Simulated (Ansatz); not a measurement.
Al vacancy + O on the N site in wurtzite AlN (start: the Al site; N 1.91 Å away, along c; 192-site cell, 2×2×1 shifted sampling). These are PBE, PAW (plane waves to 420 eV; Ansatz, a quantum-chemistry and plane-wave program) values and carry that method's errors. Total energies of the localised charge states, counted from that of charge +1, and their image corrections (point charge with alignment); the host's valence-band maximum lies at 6.946 eV on the cells' energy zero and its gap is 4.03 eV.

```tsv
charge	moment (μB)	E − E(first) (eV)	correction (eV)
+1	3.0	0.000	0.068
0	2.0	7.146	0.002
−1	1.0	14.959	0.267
−2	0.0	23.062	0.874
```

Derive the transition levels above the valence-band maximum and say which of them are thermodynamic.

A level is the Fermi energy at which two charges have equal formation energy: ε(q/q′) = [E(q′) + corr(q′) − E(q) − corr(q)] / (q − q′) − E_VBM.
ε(+1/0) = [(7.146 + 0.002) − (0.000 + 0.068)] / 1 − 6.946 = 0.13 eV
ε(0/−1) = [(14.959 + 0.267) − (7.146 + 0.002)] / 1 − 6.946 = 1.13 eV
ε(−1/−2) = [(23.062 + 0.874) − (14.959 + 0.267)] / 1 − 6.946 = 1.76 eV
Thermodynamic levels at least 0.1 eV inside the gap: (+1/0) at 0.13 eV; (0/−1) at 1.13 eV; (−1/−2) at 1.76 eV. They hold to tenths of an eV in this cell. Charges with a result: +1, 0, −1, −2. Others weren't obtained, and one of them could lie lower, also by skipping a charge. The geometries come from one start. Flagged in the runs: a host whose relaxation on this sampling wasn't shown to rest.
